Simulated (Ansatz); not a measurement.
Pressure series in W

The reference is W in the bcc (W type) structure (space group Im-3m, No. 229; a = 3.184 Å).

Cell and atoms are relaxed at each pressure.

Computed with PBE, PAW, 420 eV (Ansatz, an electronic-structure program; without spin-orbit coupling).

Notes on the quantities. enthalpy: H = E + PV relative to the base's energy.

```tsv
change	lattice parameter a	enthalpy
base	3.184 Å	–
pressure −2 GPa	3.191 Å	-0.20 eV/atom
pressure −1 GPa	3.187 Å	-0.10 eV/atom
pressure 0.9 GPa	3.180 Å	+0.09 eV/atom
pressure 2.1 GPa	___	+0.21 eV/atom
pressure 4.5 GPa	___	+0.45 eV/atom
pressure 9 GPa	3.154 Å	+0.89 eV/atom
pressure 15 GPa	3.136 Å	+1.48 eV/atom
pressure 22.5 GPa	3.116 Å	+2.19 eV/atom
pressure 30 GPa	3.097 Å	+2.89 eV/atom
```

Question: Some entries are withheld; estimate them.

Answer: 
- pressure 2.1 GPa, lattice parameter a: 3.176 Å
- pressure 4.5 GPa, lattice parameter a: 3.168 Å

Load acts through the strain it causes; cell and atoms are relaxed under it. Whether these cells are dynamically stable was not tested. Competing high-pressure phases were not computed. All final runs are without spin polarisation.
